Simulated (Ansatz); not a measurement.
SrTiO3 under a change: pressure 0.7 GPa

Take SrTiO3 in the cubic perovskite structure (space group Pm-3m, No. 221; a = 3.936 Å) as the base.

Perturbation: cell and atoms relaxed at a pressure of 0.7 GPa.

Computed with PBE/PAW in Ansatz (an electronic-structure program), without spin-orbit coupling, earlier PAW set. Settings: 8×8×8 k-points, 0.05 eV Fermi–Dirac smearing.

The volume per atom decreases by 0.05 Å³, from 12.20 Å³ to 12.15 Å³ and the density rises by 0.02 g/cm³, from 4.99 g/cm³ to 5.01 g/cm³. The lattice parameter a shrinks by 0.005 Å to 3.931 Å and the enthalpy H = E + PV relative to the base's energy amounts to +0.05 eV/atom. The band gap is still 1.85 eV and the gap character remains indirect, R → Γ. The smallest direct gap stays 2.20 eV and the width of the top valence band hardly moves (1.00 eV against 1.01 eV).

Load acts through the strain it causes; cell and atoms are relaxed under it. Stability against distortions was not tested. The final runs are not spin-polarised. Many cubic perovskites are stable only at high temperature; tilts and polar distortions were not tested.
